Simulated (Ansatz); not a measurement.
The starting structures come from a database of crystals and need not be the phases stable at ambient conditions.

```
KSrCFO3
1.0
    7.13862     0.00000     0.00000
    1.20441     7.03628     0.00000
    3.18248     2.68401     2.32086
K Sr C O F
1 1 1 3 1
Direct
  0.33333   0.66667   0.00000
  0.66667   0.33333   0.50000
  0.00000   0.00000   0.50000
  0.14161   0.28322   0.07518
  0.14161   0.85839   0.50000
  0.71678   0.85839   0.92483
  0.66667   0.33333   0.00000
```

Space group of this cell: P-6m2. The cell is taken as given; by r2SCAN its mean pressure is -3.0 GPa.

Transport runs along the normal of the first two printed cell vectors, the (111) plane of the conventional cell.

No gap correction and no spin-orbit coupling; mid-gap values are interpolated between computed energies.

Task: Estimate the band gap and the smallest decay constant κ at mid-gap that r2SCAN (Ansatz, a quantum-chemistry and plane-wave program) returns for this system.

Result: Gap 4.66 eV on a 14×14×14 mesh; κ = 0.506 1/Å, at the zone centre.
